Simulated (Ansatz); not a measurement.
NH2 on the 1x1 (10-10) surface of wurtzite GaN (cut with top plane Ga + N), one in a 2x1 cell, energies for each (33.7 Å²). Energies are against NH3(g) − ½ H2(g), without zero-point or thermal terms; each row is named by its start (#2, #3: further inequivalent places of a kind). No converged result for: 1 more start.

Host crystal: wurtzite GaN, with a band gap (PBE, scalar-relativistic without spin-orbit coupling).

Method: PBE (plane waves to 420 eV, PAW; Ansatz, a program for electronic structure).

Slab: 35 atoms, 9.3 Å thick at the start under the adsorbate (thin: gaps and levels are the slab's own); k 3x4x1, smearing 0.01 eV, dipole-corrected; 16 atoms held, the rest relaxed; each run with such symmetry as its start has; spin-polarised, no spin-orbit, no U, no dispersion correction.

A negative adsorption energy means that the adsorbate is more stable on the surface than in its reference. Starts that drift may end in the same place. Heights count from the host atoms within 0.3 Å of the top one.

```csv
starting site,E_ads (eV),height (Å),nearest host atom (Å),bonded to,change of the vacuum step (eV),lateral drift (Å),moment (μB)
top Ga,0.75,1.73,Ga 1.89,Ga,-0.81,1.2,1.0
top Ga #2 (the adsorbate is not bonded to the surface),2.23,2.03,N 2.95,none within bonding distance,-0.33,1.4,1.0
hollow Ga-Ga-N-N,0.74,1.83,Ga 1.89,Ga,-0.28,2.1,1.0
hollow beside Ga,0.75,1.77,Ga 1.89,Ga,-0.37,1.3,1.0
bridge Ga-Ga-Ga-N-N-N (span 3.3 Å) (the adsorbate is not bonded to the surface),2.17,2.12,Ga 2.73,none within bonding distance,-0.48,0.5,1.0
```
